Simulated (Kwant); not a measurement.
Model system: GaN/Al0.2Ga0.8N stack with 1 barrier. One parabolic valley. Leads of mass 0.2 mₑ with the band edge at 0; grid 0.1 nm; bias 0 V, dropping linearly over the stack.

| layer | thickness (nm) | band offset (eV) | mass (mₑ) |
|---|---|---|---|
| 1 | 3.4 | 0.35 | 0.22 |

Constants are typed, rounded textbook-type inputs, not results; the design itself was drawn at random and stands for no fabricated device.

Model: one-band effective-mass tight-binding model in one dimension, coherent, no space charge (Kwant).

Work out the transmission below the barrier top from T = 1/(1 + ((ζ + 1/ζ)/2)² sinh²(κa)), ζ = (k/m_lead)/(κ/m_barrier).

E = 0.05474 eV: k = 0.5360 nm⁻¹, κ = 1.306 nm⁻¹, ζ = 0.4516, T = 0.000314. The simulation gives 0.000317, the same within the digits that matter. E = 0.1475 eV: k = 0.8798 nm⁻¹, κ = 1.081 nm⁻¹, ζ = 0.8950, T = 0.00253. The simulation gives 0.00254, the same within the digits that matter. E = 0.227 eV: k = 1.091 nm⁻¹, κ = 0.8429 nm⁻¹, ζ = 1.424, T = 0.0114. The simulation gives 0.0114, the same within the digits that matter. What differs comes from the grid.
